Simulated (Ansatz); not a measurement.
**MgO, response to strain**

The parent structure is MgO in the rock salt structure (space group Fm-3m, No. 225; a = 4.159 Å). Axes: x, y, z lie along the cube axes.

Strains are applied to the cell and any free atomic positions relax.

Method: LDA/PAW in Ansatz (a program for electronic structure), without spin-orbit coupling.

Notes on the quantities. pressure: mean of the normal stresses, compression positive; energy relative to the base: free energy F.

| variant | band gap | pressure | energy relative to the base |
|---|---|---|---|
| base | 5.03 eV | -0.01 GPa | 0 meV/atom |
| tensor shear ε_xy = +2.00 % | 4.86 eV | 0.08 GPa | +6.9 meV/atom |
| tensor shear ε_xy = +1.71 % | 4.89 eV | 0.05 GPa | +5.1 meV/atom |
| tensor shear ε_xy = +1.43 % | 4.91 eV | 0.03 GPa | +3.6 meV/atom |
| tensor shear ε_xy = +1.14 % | 4.94 eV | 0.02 GPa | +2.3 meV/atom |
| tensor shear ε_xy = +0.29 % | 5.01 eV | -0.01 GPa | +0.2 meV/atom |
| tensor shear ε_xy = +0.86 % | 4.96 eV | 0.01 GPa | +1.3 meV/atom |

Gaps are read on the SCF mesh and a high-symmetry path. Whether these cells are dynamically stable was not tested.
